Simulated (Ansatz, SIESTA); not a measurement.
An Ansatz (a quantum-chemistry and plane-wave program) input for a self-consistent single point of Hf (Fm-3m, 1 atom in the cell) (DFT, LDA (PW92), plane waves, default PAW files made with PBE):

Ansatz 0.2 input:
```yaml
# Hf
crystal:
  lattice:
    - [0.00000000, 2.22000000, 2.22000000]
    - [2.22000000, 0.00000000, 2.22000000]
    - [2.22000000, 2.22000000, 0.00000000]
  atoms:
    - { symbol: Hf, position: [0.00000000, 0.00000000, 0.00000000] }
kpoints:
  mp_grid: { grid: [13, 13, 13] }
hamiltonian:
  xc: lda
  pseudopotentials: { kind: paw }
scf:
  occupations: { method: fermi_dirac, width: 0.05 eV }
output:
  forces: true
  eigenvalues: true
  stress: true
```

Task: Write the same calculation as an input for SIESTA.

Result: This is the input that was run; spellings and numerical settings could be chosen otherwise.

```
# files in the folder: Hf.psml (PseudoDojo LDA standard)
SystemName  Hf
SystemLabel siesta

NumberOfAtoms                1
NumberOfSpecies              1
%block ChemicalSpeciesLabel
  1 72 Hf
%endblock ChemicalSpeciesLabel
LatticeConstant              1.0 Bohr
%block LatticeVectors
     0.000000000    4.195191997    4.195191997
     4.195191997    0.000000000    4.195191997
     4.195191997    4.195191997    0.000000000
%endblock LatticeVectors
AtomicCoordinatesFormat      ScaledCartesian
%block AtomicCoordinatesAndAtomicSpecies
     0.000000000    0.000000000    0.000000000  1
%endblock AtomicCoordinatesAndAtomicSpecies

XC.functional                LDA
XC.authors                   PW92
PAO.BasisSize                DZP
PAO.EnergyShift              0.01 Ry
MeshCutoff                   350 Ry
%block kgrid.MonkhorstPack
   13   0   0  0.0
    0  13   0  0.0
    0   0  13  0.0
%endblock kgrid.MonkhorstPack
OccupationFunction           FD
ElectronicTemperature        0.05 eV

MaxSCFIterations             150
SCF.Mixer.Method             Pulay
SCF.Mixer.Weight             0.1
SCF.Mixer.History            8
SCF.DM.Tolerance             1.0E-04
Diag.ParallelOverK           true
WriteForces                  true
Charge.Mulliken              end
```

Basis, cutoffs, solver keys and any potentials are the target program's own. This input uses DFT, LDA PW92, numerical atomic orbitals DZP, PseudoDojo LDA standard norm-conserving potentials (rewritten from UPF to PSML). LDA parametrisations can differ slightly between programs. Both were run: pressure -5.53 GPa in Ansatz and -9.59 in SIESTA. Ansatz's pressure is the one without its finite-basis correction.

On SIESTA: the starting cell comes from a database of published, mostly measured structures (it also holds non-ambient and calculated ones), without a prior relaxation at this level. Values carry the incompleteness of an atom-centred basis. With a pressure of about -10 GPa the cell is away from its equilibrium volume at this level.

On Ansatz: the starting cell comes from a database of published, mostly measured structures (it also holds non-ambient and calculated ones), without a prior relaxation at this level. With a pressure of about -6 GPa the cell is away from its equilibrium volume at this level.
